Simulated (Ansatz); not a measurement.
## CuI (model structure, within 0.1 Å of P6₄22, No. 181, 6 atoms in the cell)

Method: r²SCAN (Ansatz, a quantum-chemistry and plane-wave program, plane waves, PAW).

Settings: plane-wave cutoff 560 eV, 12×12×4 k mesh (along the axes of the cell as run), Fermi–Dirac smearing 0.01 eV, no spin polarisation, scalar-relativistic PAW data made under PBE.

Cell (relaxed with PBEsol):

Space group P6₄22 (No. 181); a = b = 4.162 Å, c = 9.515 Å, α = β = 90.00°, γ = 120.00°

```csv
atom,site,symmetry,x,y,z
Cu,3d,222,0.5000,0.0000,0.5000
I,3c,222,0.5000,0.0000,0.0000
```

```
Quantity                                       Value
-------------------------------------------  -------
band gap                                     1.29 eV
smallest direct gap on the k points sampled  1.88 eV
```

Note: cell and atoms aren't relaxed at this level (pressure 2.9 GPa).

Spin–orbit coupling is not included; with these elements it can move the gap by several tenths of an eV or more.

Computed values are for the static lattice.

A model structure was made by putting elements into a prototype or built by hand; it is no filed structure, need not be a known phase, and can be a saddle point held by its symmetry.
